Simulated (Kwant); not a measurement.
Model system: quantum point contact (saddle potential) in a GaN two-dimensional gas. Effective mass 0.22 mₑ, grid spacing 8.3 nm, hard walls, nominal width 200 nm (25 grid rows, so walls 215.8 nm apart), one parabolic valley, scattering region 600 nm long along x; energies count from the band bottom; Fermi energy 0.00096 eV. Potential (V0 + ½k y²) cos²(πx/L) for |x| < L/2, with V0 swept from 0.001008 to 0 eV, k = 4.9e-07 eV/nm², L = 140 nm.

The device is made up for the run: typed textbook-type constants, with dimensions and the other settings drawn at random.

Model: effective-mass tight-binding model on a square grid, one spin, coherent transport at 0 K (Kwant). Conductance is in e²/h.

### Question
Compare with the saddle-point formula G = Σ 1/(1 + exp(−2π(E − V0 − ħωy(n + ½))/ħωx)), taking ħωy = ħ√(k/m) and ħωx from the curvature along x of V0 plus half of the mode's confinement energy.

### Answer
ħωy = 0.412 meV; at V0 = 0.818 meV the lowest mode has ħωx = 0.567 meV.

```tsv
V0 (meV)	formula	simulation
0.950	0.12	0.12
0.818	0.34	0.36
0.687	0.72	0.75
0.555	1.01	1.03
0.424	1.26	1.29
0.292	1.68	1.72
```

The formula takes a parabolic saddle in the continuum; the run has the full potential on a grid.
